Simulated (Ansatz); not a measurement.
Start from CaB2C2 (space group I4/mcm, No. 140; a cell from a computed database, its experimental status unchecked).

```xyz
10
Lattice="-2.6727 2.6727 3.6963 2.6727 -2.6727 3.6963 2.6727 2.6727 -3.6963" Properties=species:S:1:pos:R:3 pbc="T T T"
Ca     0.0000     0.0000     5.5445
Ca     0.0000     0.0000     1.8482
B      1.9321    -0.7406     3.6963
B      0.7406     3.4133     0.0000
B      0.7406     1.9321     3.6963
B      1.9321     0.7406     0.0000
C      1.8195     0.8532     3.6963
C      0.8532     1.8195     0.0000
C     -0.8532     1.8195     3.6963
C      3.5259     0.8532     0.0000
```

Computed with r2SCAN in Ansatz (plane waves to 500 eV, PAW, spin-orbit coupling left out), earlier PAW set.

Strains are applied to the cell and any free atomic positions relax.

One change was made to it. Results:

The gap character remains indirect, Γ–X (57 % along) → Γ–M (86 % along); the smallest direct gap falls by 0.01 eV (1.03 eV → 1.02 eV); the energy increases by 0.3 meV/atom.

Q: Which change produced these results?
A. isotropic strain −4.42 %
B. isotropic strain −0.85 %
C. isotropic strain −2.93 %
D. isotropic strain −0.26 %

A: D, isotropic strain −0.26 %. For comparison, the energy relative to the base in the other runs: isotropic strain −0.85 % gives +3.8 meV/atom; isotropic strain −4.42 % gives +113 meV/atom; isotropic strain −2.93 % gives +48 meV/atom.

No phonon test of stability was made.

Ansatz is an electronic-structure program.
